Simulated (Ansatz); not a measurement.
The reference is Sn in the diamond structure (space group Fd-3m, No. 227; a = 6.656 Å; relaxed with 0.1 eV smearing). Axes: x, y, z lie along the cube axes.

The values are results of Kohn–Sham DFT with the PBE functional, run in Ansatz (a quantum-chemistry and plane-wave program) with PAW and 420 eV plane waves, scalar-relativistic without spin-orbit coupling, not measurements.

For the base:

| Quantity | Value |
|---|---|
| Pressure | 0.0 GPa |
| Volume per atom | 36.86 Å³ |

Modification: compressive biaxial strain of 2.50 % in the plane normal to [001], as in epitaxy on a mismatched substrate; the out-of-plane cell vector and the atoms relax.

Task: Predict the new energy relative to the base, pressure and volume per atom.

Result: The energy grows by 8.5 meV/atom; the pressure (mean of the normal stresses, compression positive) goes from zero to 1.0 GPa; the volume per atom decreases by 0.98 Å³ (36.86 Å³ → 35.88 Å³).

Stability against distortions was not tested.
